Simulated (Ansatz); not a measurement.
## CsCl-type PdIn

Level of theory: Hartree–Fock (PAW; Ansatz, a quantum-chemistry and plane-wave program).

Run with plane-wave cutoff 460 eV, 8×8×8 k mesh, Fermi–Dirac smearing 0.05 eV, scalar-relativistic PAW data made under PBE.

Cell: relaxed at this level.

```
Item                                               Result
------------------------------------------  -------------
equilibrium volume per atom                 18.79 Å³/atom
bulk modulus                                      100 GPa
lattice parameter a                               3.350 Å
pressure derivative B′ of the bulk modulus            5.6
```

Spin–orbit coupling is not included.

Computing time: very roughly 40 core-minutes.
